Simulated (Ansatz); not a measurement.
The parent structure is Ag in the fcc (Cu type) structure (space group Fm-3m, No. 225; a = 4.1043 Å; relaxed with 0.1 eV smearing). Axes: x, y, z lie along the cube axes.

Method: DFT with r2SCAN, PAW potentials and a 500 eV plane-wave cutoff in Ansatz (a first-principles code), without spin-orbit coupling.

Before the change:

The pressure is 0.0 GPa.

It is then changed as follows: tensile biaxial strain of 1.50 % in the plane normal to [001], as in epitaxy on a mismatched substrate; the out-of-plane cell vector and the atoms relax.

**Question.** Estimate the effect on the energy relative to the base.

**Answer.** The energy rises by 1.6 meV/atom.

**Question.** What does the calculation give for the pressure after the change?

**Answer.** The pressure (mean of the normal stresses, compression positive) goes from zero to -0.6 GPa.

**Question.** Estimate the effect on the out-of-plane strain.

**Answer.** The out-of-plane strain amounts to -2.28 %.

Whether these cells are dynamically stable was not tested.
